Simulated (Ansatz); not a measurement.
Ca3GeO under a change: Ca → Na

Base system: Ca3GeO (space group Imma, No. 74; a = 6.600 Å, b = 9.334 Å, c = 6.623 Å; a cell from a computed database, its experimental status unchecked).

Perturbation: every Ca is replaced by Na, then cell and atoms are relaxed.

Level of theory: PBEsol (Ansatz, an electronic-structure program, PAW, no SOC). Settings: 10×10×10 k-points, 0.05 eV Fermi–Dirac smearing, for the changed cell.

| quantity | base | changed | shift |
|---|---|---|---|
| volume per atom | 20.40 Å³ | 19.17 Å³ | -1.224 Å³ |
| density | 3.40 g/cm³ | 2.73 g/cm³ | -0.67 g/cm³ |
| space group | Imma (No. 74) | Imma (No. 74) | – |
| shortest interatomic distance | 2.344 Å | 2.268 Å | -0.076 Å |
| band gap | zero | zero | – |

Final structure:

```
Na3GeO
1.0
   -3.15393     4.66439     3.25838
    3.15393    -4.66439     3.25838
    3.15393     4.66439    -3.25838
Na Ge O
6 2 2
Direct
  0.25531   0.00000   0.75531
  0.74469   0.00000   0.24469
  0.74469   0.50000   0.74469
  0.25531   0.50000   0.25531
  0.27075   0.52075   0.75000
  0.72925   0.47925   0.25000
  0.82157   0.07157   0.75000
  0.17843   0.92843   0.25000
  0.50000   0.50000   0.00000
  0.00000   0.50000   0.50000
```

Cost of the whole job for the changed cell (relaxation, final SCF and bands): roughly 13 core-minutes.

Stability against distortions was not tested. As relaxed here, Na3GeO is a hypothetical phase, not in the database extracts checked. The final runs are not spin-polarised. Na3GeO has a high density of states at the Fermi level and may be magnetic at this level. Gaps under 0.05 eV, about the width of the smearing, are given as zero. A zero or small gap of Ca3GeO can be the functional's error rather than a property of the material.
